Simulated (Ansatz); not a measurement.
The starting structures come from a database of crystals and need not be the phases stable at ambient conditions.

By PBEsol, the system below comes out a metal.

Without scattering a metal conducts by its projected Fermi surface.

Here is the system:

```
CELL_PARAMETERS angstrom
      3.32019     0.00000     0.00000
      0.00000     3.32019     0.00000
      1.66010    -1.66010     4.09319
ATOMIC_POSITIONS crystal
  Ge 0.33833 0.66167 0.32334
  Ge 0.66167 0.33833 0.67666
  Mo 0.00000 0.00000 0.00000
```

The cell is taken as given; by PBEsol it stands under a pressure of -2.3 GPa.

The current flows along the normal of the first two printed cell vectors, the (001) plane of the conventional cell. No spin-orbit coupling; the value is a mean over 0.1 eV about the Fermi level.

Task: State the ballistic conductance per area according to PBEsol in Ansatz (a program for electronic structure).

Result: 0.22 × 10¹⁵ S/m² for both spins.
